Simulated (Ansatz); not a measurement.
# Pressure series in AgI

Take AgI in the rock salt structure (space group Fm-3m, No. 225; a = 5.985 Å; a cell from a computed database, its experimental status unchecked) as the base.

Cell and atoms are relaxed at each pressure.

Method: Ansatz (an electronic-structure program), PBEsol, PAW, cutoff 420 eV, no spin-orbit coupling.

Before the change:

```
Quantity    Value
--------  -------
Band gap  0.38 eV
```

Question: The aim is a band gap between 0.10 eV and 0.14 eV. Which of these changes reaches it?
(A) pressure 0.7 GPa
(B) pressure 1.5 GPa
(C) pressure 10 GPa
(D) pressure 5 GPa
(E) pressure 3 GPa

Answer: D, pressure 5 GPa. It gives 0.13 eV; pressure 3 GPa gives 0.22 eV; pressure 0.7 GPa gives 0.34 eV; pressure 10 GPa gives zero; pressure 1.5 GPa gives 0.30 eV. Changes not listed may reach it too

The mesh was chosen for an insulator and is coarse for the gapless case. Spin-orbit coupling, missing from the scalar runs, can matter with I. Load acts through the strain it causes; cell and atoms are relaxed under it. Whether these cells are dynamically stable was not tested. Competing high-pressure phases were not computed. All final runs are without spin polarisation. This is not the structure that AgI has at room temperature and ambient pressure. A zero or small gap of AgI under pressure 3 GPa, AgI under pressure 5 GPa, AgI under pressure 10 GPa and AgI under pressure 1.5 GPa can be the functional's error rather than a property of the material.
